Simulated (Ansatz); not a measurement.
# Equilibrium volume per atom of BeS (model structure, started from the beta GaS type, P6₃/mmc, No. 194, 8 atoms in the cell) at several levels of theory

No measured value is used here.

| level (code) | value (Å³/atom) |
|---|---|
| PBE (Ansatz) | 19.32 |
| PBEsol (Ansatz) | 17.87 |
| PBE-D3(BJ) (Ansatz) | 16.20 |

Ansatz's density-functional and Hartree–Fock values are scalar-relativistic unless marked +SOC, with PAW data made under PBE.

A model structure was made by putting elements into a prototype or built by hand; it is no filed structure, need not be a known phase, and can be a saddle point held by its symmetry.

Ansatz is a first-principles code.
